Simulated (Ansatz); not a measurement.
Consider this model of amorphous In$_{18}$Ga$_{18}$Zn$_{18}$O$_{72}$.

```xyz
126
Lattice="11.6588 0.0906 -0.2477 0.0906 11.9058 0.0151 -0.2477 0.0151 11.6888" Properties=species:S:1:pos:R:3 pbc="T T T"
In     3.4301     2.9685     6.7198
In     2.1148    11.0837    10.2571
In     7.3924     3.6322     1.5670
In     3.2455     0.6794     4.1828
In    11.2339    11.6885     3.1872
In     5.0499     6.6008     1.9140
In     6.0443     8.1733     6.9617
In     0.9568    11.6572     6.7021
In    10.5543     1.1874     8.8901
In     5.5795     3.0440     9.9783
In     5.8193    10.6368     9.4471
In     7.9067    11.5131     2.0235
In     1.8043     1.8135     1.0208
In     2.2869     8.8232     8.0881
In     8.8023     5.3123     6.3558
In     4.3015     3.5963     2.9730
In     8.9103     4.0224     9.7095
In     2.2703     9.2956     1.5977
Ga     4.8125     1.1126     0.5288
Ga    10.5442    10.0191     8.8577
Ga     6.4517    11.3437     5.4713
Ga     0.3710     4.3767     0.0443
Ga     5.6409     9.8217     0.9152
Ga     7.8701     8.8950     4.0347
Ga     7.7320     0.8813    10.7715
Ga    10.9972     8.0316     3.2234
Ga     9.6007     2.7440     4.2609
Ga    10.0444     8.8950     6.1448
Ga    11.0123    11.2190     0.1254
Ga    11.3697     3.3597     6.7632
Ga     2.0161     9.5651     4.5554
Ga     1.9376     2.5588     9.3500
Ga     1.5783     6.9883    10.9454
Ga     6.6542     5.9768    10.7737
Ga     9.5175     0.1825     6.0469
Ga     4.6956     9.0512     3.9611
Zn     1.5406     5.8676     2.3839
Zn     9.8610     5.3447     2.9857
Zn     1.1904     3.6870     4.0269
Zn     5.6970     4.9012     7.2958
Zn     8.3361     9.3365    11.1446
Zn     8.4279     7.6138     8.9592
Zn     8.1479     7.4468     1.4146
Zn     6.5890     2.4385     5.0600
Zn    10.1084     2.2025     0.9395
Zn     3.3629     4.4742    11.5408
Zn     4.0803    11.7852     7.3259
Zn     3.0058     5.9259     8.2928
Zn     3.4553     6.1113     5.0292
Zn     4.2661     7.8987    10.1768
Zn     0.6317     6.2832     5.9503
Zn     6.8820     1.4876     7.6512
Zn    11.1999     6.2965     8.4161
Zn     6.8130     5.9955     4.2069
O      9.2083     8.3750     2.8480
O      5.9439     5.0254     9.2448
O      3.7388     2.6960     8.9178
O      5.7121     1.0019    10.6199
O      3.5333    10.6312     8.7567
O      9.6044     0.8931     4.1023
O      1.4544     3.3557     7.6921
O      0.6948     9.2954     3.1865
O      5.3914     9.7416     5.6522
O     11.1891     7.8865     5.0797
O      8.4196     3.3228     5.5846
O      5.2334     0.7879     4.8726
O      6.7437     6.2364     6.3675
O      8.1291     1.5057     0.9199
O     11.2921     3.3380     4.8102
O      5.7868    11.6150     1.4993
O      8.7293     5.9782     4.3926
O      7.7038     2.2008     9.3155
O      5.0617     3.1118     0.3618
O     11.2024     6.4633     2.2770
O      9.9667    10.9354     1.6808
O      1.3031    11.7723     4.4973
O      6.2933     2.9735     3.1906
O      8.0879     7.2550    11.0083
O      2.9638     2.9186     4.5419
O      0.6610    10.3559     8.6375
O      1.6123     3.3395    11.0643
O      2.7160     0.9134     6.4465
O     10.1650     3.6755    11.3536
O      1.2340    10.6701     0.3883
O      3.5539     1.6605     2.2250
O      6.8761     8.7571     8.7566
O      7.4421    10.7173     3.9031
O      8.9652     5.7828     8.5065
O      1.6382     5.5921     4.4086
O      7.3805     4.2814    11.2501
O      0.0021     0.9705     1.6735
O      0.9674     3.8597     1.8330
O      3.7688     5.1045     6.7231
O      1.2920     6.9058     7.7734
O      4.4075     8.7206     1.8901
O      3.4843     5.1237     1.7000
O      9.3779     3.4959     2.5216
O      4.6969     9.7155    10.9402
O      9.6055    11.4433     8.0557
O      1.8917     7.3225     1.0838
O     11.0095     1.3095     6.6541
O      7.7267     0.6511     6.0554
O      4.9514     5.5241     3.8713
O      2.2199     8.5816    10.2570
O     10.3714     3.1980     8.4178
O      3.2198     8.0126     4.5004
O      5.7018     2.9514     6.8152
O      5.2011     6.8098    11.5230
O      4.1892     7.7211     8.1433
O      2.9045     5.8284    10.2330
O      6.2664     7.9849     3.6483
O      0.0355     5.9489    10.6389
O      7.4344     9.3829     1.1498
O     10.1458     8.3717     7.9988
O     10.6343    10.5987     5.5437
O      7.1315     5.8253     1.9384
O      5.9514    11.6790     7.6302
O      8.2232     8.7435     5.8495
O     10.2360     9.7499    10.6794
O      9.8218     0.7689    10.8396
O      3.3795    10.4579     3.4948
O      2.0463     9.8966     6.3277
O      2.9010     0.6956    11.4740
O     10.9395     5.2737     6.6915
O      0.9877     0.9731     9.4724
O      7.6019    10.9894    10.4868
```

Calculation: PBE, scalar-relativistic without spin-orbit coupling (plane waves to 420 eV, PAW; Ansatz, a program for electronic structure).

Preparation: random packing, a CHGNet melt and quench, and a DFT relaxation. O atoms were pushed apart under 1.9 Å during the dynamics, to hinder bonds among them. The hot cell started wider than the set density and was brought back towards it in steps. It is the lowest in DFT energy of 4 quenches. It is a model cell: composition and starting density were chosen by hand, and all elements were melted together. No dispersion term was used. Its density started from a set value of 6.01 and ended at 5.79 g/cm³. Cooling (nominally 170 K/ps over its main leg) ran many orders faster than in experiment, which tends to leave more defects and strain. Values belong to this one cell and scatter from quench to quench. Volume and shape were free in the relaxation.

Bonds are counted up to In-In 3.12 Å, In-Ga 2.90 Å, In-Zn 2.90 Å, In-O 2.82 Å, Ga-Ga 2.68 Å, Ga-Zn 2.68 Å, Ga-O 2.46 Å, Zn-Zn 2.68 Å, Zn-O 2.58 Å, O-O 1.58 Å. Two cations that share two anions don't count as bonded, nor two that share one unless they lie closer than In-In 3.04 Å, In-Ga 2.82 Å, In-Zn 2.82 Å, Ga-Ga 2.61 Å, Ga-Zn 2.61 Å, Zn-Zn 2.61 Å.

Give the coordination numbers, mean bond lengths and angles.


```
Item                                                               Value
---------------------------------  -------------------------------------
Mean coordination of In by anions             5.61 (7 with 5, 11 with 6)
Mean coordination of Ga by anions             4.44 (10 with 4, 8 with 5)
Mean coordination of Zn by anions   4.22 (2 with 3, 10 with 4, 6 with 5)
Mean coordination of O             3.57 (32 with 3, 39 with 4, 1 with 5)
Mean In-O bond                     2.227 Å (spread 0.144 Å, 101 counted)
Mean Ga-O bond                      1.932 Å (spread 0.100 Å, 80 counted)
Mean Zn-O bond                      2.046 Å (spread 0.119 Å, 76 counted)
Bond angle at In                               mean 104.1°, spread 28.2°
Bond angle at Ga                               mean 107.9°, spread 21.3°
Bond angle at Zn                               mean 107.8°, spread 21.6°
Bond angle at O                                mean 111.1°, spread 16.3°
```

List the pairs of like atoms that count as bonded by the rules above.

There are none by these rules.
